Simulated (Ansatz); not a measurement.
# BAs: energy against volume

BAs (zinc blende, F-43m, 13.246 Å³/atom and stress up to 0.01 GPa in the relaxed cell, cube axes along x, y and z) under an equal strain ε along all three axes. LDA in Ansatz, a plane-wave DFT program (PAW, default set), 420 eV, 12×12×12 Γ-centred mesh, Fermi-Dirac smearing 0.05 eV; ions are relaxed, or left where forces stay under 0.02 eV/Å, within the symmetry of each cell.

Here V stands for volume and E for E less E0.

```
volume (Å³/atom)  E less E0 (meV/atom)  pressure (GPa)
----------------  --------------------  --------------
12.0896                              ?               ?
12.4673                          23.29           10.07
12.6591                          12.90            7.31
12.8529                           5.64            4.71
13.0486                           1.39            2.28
13.2463                           0.00            0.00
13.4460                           1.35           -2.13
13.6477                           5.31           -4.13
13.8514                          11.76           -6.00
14.0571                          20.59           -7.74
```

The 9 complete rows are fitted with the third-order Birch-Murnaghan form, a cubic in V^(-2/3), E against V. With u = V^(-2/3) - 0.179, the rows have u = 0.006988, 0.005105, 0.003249, 0.001423, -0.000377, -0.002150, -0.003897, -0.005618, -0.007313. Least squares gives E = 0.062 + 322.96·u + 428747·u² + 102722·u³. Residuals (row less fit): -0.001, 0.002, -0.001, 0.000, -0.001, 0.002, 0.001, -0.001, 0.001; standard error 0.002 (degrees of freedom: 5). Its minimum lies at u = -0.000377, so V0 = (0.178623)^(-3/2) = 13.25. There d²E/du² = 857300 and d³E/du³ = 616300, so B0 = (4/9) × 13.25^(-7/3) × 857300 × 0.160218 = 147 GPa (the last factor turns the table's units into GPa), and B0' = 4 + (2/3) × 0.178623 × (616300)/857300 = 4.1. B0' rests on the cubic coefficient alone and has a standard error of 0.1 from these residuals.

Problem. What does the fit predict for E at V = 12.0896, and how far is the calculated value from it?

Solution. u = 0.010842, so E = 0.062 + 322.96 × 0.010842 + 428747 × 0.010842² + 102722 × 0.010842³ = 54.093 meV/atom. The calculation gives 54.03 meV/atom, 0.063 meV/atom below the prediction (0.1 % of the range of E in the table). The row lies outside the fitted rows, so this is an extrapolation. The scatter of the fitted rows lies at the last printed digit.

Other structures, which can take over under pressure, weren't tried. The same form fitted to the pressure column gives B0' = 4.1; series where the two differ by over 0.4 aren't shown. Rows are the converged runs of the series near zero and its far end, less any whose ions stayed unrelaxed beside relaxed ones; series whose fitted rows scatter by over a few per cent of the range, as at a crossing or softening among them, aren't shown in this form.
